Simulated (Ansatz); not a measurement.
The parent structure is CuI in the zinc blende structure (space group F-43m, No. 216; a = 5.939 Å).

All numbers come from Ansatz (a first-principles code) PBEsol, no SOC.

Before the change:

- Pressure: 0.0 kbar
- Valley order: Γ 1.17 eV; L along ⟨111⟩ 2.11 eV; X along ⟨100⟩ 2.47 eV

It is then changed as follows: an isotropic linear strain of −1.50 %, atoms relaxed at fixed cell.

How does this affect the pressure, valley order and mean gap deformation potential ΔEg/Δln V?

The pressure goes from zero to 25.2 kbar; the valley order (the lowest conduction-band minima on the path, energy above the VBM, named in the base's zone) becomes Γ 1.31 eV; L along ⟨111⟩ 2.15 eV; X along ⟨100⟩ 2.37 eV (base: Γ 1.17 eV; L along ⟨111⟩ 2.11 eV; X along ⟨100⟩ 2.47 eV); the mean gap deformation potential ΔEg/Δln V comes out as -2.9 eV.

Spin-orbit coupling, missing from the scalar runs, can matter with I. No phonon test of stability was made. All final runs are without spin polarisation.
